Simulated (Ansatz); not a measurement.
**Cu2O with two functionals, pressure −2 GPa**

Start from Cu2O (space group Pn-3m, No. 224; a = 4.2984 Å).

(Cell as relaxed with PBE.)

Levels (all Ansatz, a first-principles code, PAW): PBE (420 eV, scalar-relativistic without spin-orbit coupling); r2SCAN (500 eV, scalar-relativistic without spin-orbit coupling).

Each level relaxes its own structure.

```
base                      PBE    r2SCAN
-------------------  --------  --------
volume per atom      13.24 Å³  12.76 Å³
lattice parameter a   4.298 Å   4.246 Å
band gap              0.48 eV   0.79 eV
```

Now apply this change: a negative pressure, −2 GPa.

```tsv
quantity	PBE	r2SCAN
band gap	0.44 eV	0.76 eV
lattice parameter a	4.325 Å	4.269 Å
electron mass	0.92 mₑ (at Γ)	0.93 mₑ (at Γ)
shift of the gap caused by the change	-0.04 eV	-0.04 eV
```

PBE's band gap lies 0.32 eV below r2SCAN's; PBE's lattice parameter a lies 0.056 Å above r2SCAN's (1.3 %); the two agree on the shift of the gap caused by the change. Neither level is exact; r2SCAN is the comparison here, not a measurement.

Load acts through the strain it causes; cell and atoms are relaxed under it. Effective masses come from finite differences of ±0.01 Å⁻¹. Stability against distortions was not tested. No Hubbard U is applied. All final runs are without spin polarisation.
